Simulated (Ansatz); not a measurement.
An Ansatz (a quantum-chemistry and plane-wave program) run: Li2S with a change (isotropic strain −0.50 %); Ansatz, PBEsol, PAW, cutoff 420 eV, spin-orbit coupling left out.

Input:

Ansatz 0.2 input:
```yaml
crystal:
  lattice:
    - [0, 2.8133225627, 2.8133225627]
    - [2.8133225627, 0, 2.8133225627]
    - [2.8133225627, 2.8133225627, 0]
  atoms:
    - { symbol: Li, position: [0.25, 0.25, 0.25] }
    - { symbol: Li, position: [0.75, 0.75, 0.75] }
    - { symbol: S, position: [0, 0, 0] }
basis: { ecutwfc: 420, ecutrho_ratio: 4, xc_grid: 2, fft_grid_basis: typed }
kpoints: { mp_grid: { grid: [10, 10, 10] } }
hamiltonian:
  xc: pbesol
  dispersion: none
  pseudopotentials: { kind: paw }
scf: { occupations: { method: fermi_dirac, width: 0.05 }, convergence: { dr2_threshold: 0.0000000003 } }
relax: { f_tol: 0.005, max_steps: 50 }
output: { forces: true, stress: true }
checkpoint: { write: state.ck, write_every: 1000 }
```

Output (explanatory and most iteration lines left out):

```
Relaxation: its limit of steps is 50 (relax.max_steps)
Pseudopotential: Li, paw, valence charge 3
Pseudopotential: S, paw, valence charge 6
Crystal: 3 atoms, lattice volume = 44.534 Å³
Basis set: ecut = 420 eV, 893 PW (Γ), exchange–correlation on 54×54×54 points (8 copies of the dense FFT grid, shifted against one another)
Bands: 10, of which v1, the nominal top of the filled ones, is band 6 counted from 1 (5 counted from 0)
Symmetry: 48 space group operations
Space group: Fm-3m (ITA 225), of the structure as read, at distance tolerance 3.5e-5 Å
k-points: 47 of 1000
Functional: x = pbesol(κ = 0.804, μ = 0.12345679012345678), c = pbesol(β = 0.046)
SCF iter   1: F=—  HF=-1294.963732 eV  |F-HF|=—  |Δ(HF+E_count)|=         —  Δρ=3.20e-3  dr2=6.53e-3  ethr=1.77e-3  ⟨swp⟩=5.0  Hψ=2951  notcnv=0
SCF iter   2: F=—  HF=-1294.960252 eV  |F-HF|=—  |Δ(HF+E_count)|=   3.48e-3  Δρ=1.03e-3  dr2=2.33e-4  ethr=5.44e-5  ⟨swp⟩=2.3  Hψ=1019  notcnv=0
SCF 1 converged in 6 iterations: F = -1294.959999 eV  dr2 = 1.42e-10
relax step   1: F+E_penalty+E_count = -1294.95999854 eV  Δ(F+E_penalty+E_count) = +0.000e0 eV  max|allowed force component| = 1.542e-17 eV/Å  Δτ_max = 0.0000 Å  (6 SCF iters, accepted)
SCF converged after 6 iterations
Free energy (F): -1294.959999 eV
Internal energy: -1294.959999 eV  (E = F + TS)
E sigma→0 (E₀):  -1294.959999 eV
Fermi energy:    4.183594 eV
--- Forces (eV/Å), atoms counted from 1 ---
  atom   1  Li     0.00000000     0.00000000     0.00000000
  atom   2  Li    -0.00000000    -0.00000000     0.00000000
  atom   3  S     -0.00000000     0.00000000     0.00000000
--- Stress (GPa, compression-positive) ---
        0.652604      -0.000000       0.000000
        0.000000       0.652604      -0.000000
        0.000000      -0.000000       0.652604
  P = ⅓ Tr σ = 0.6526 GPa (6.526 kbar)
--- Relaxed structure (1 steps of the walk, 1 accepted, 0 SCFs on fresh bases) ---
  atoms:
    - { symbol: Li, position: [0.24999999999999997, 0.24999999999999997, 0.24999999999999997] }
    - { symbol: Li, position: [0.7499999999999999, 0.7499999999999999, 0.7499999999999999] }
    - { symbol: S, position: [0.0, 0.0, 0.0] }
```

No phonon test of stability was made. The cell was made from Li2S in the anti-fluorite structure (space group Fm-3m, No. 225) by this change: isotropic strain −0.50 %.
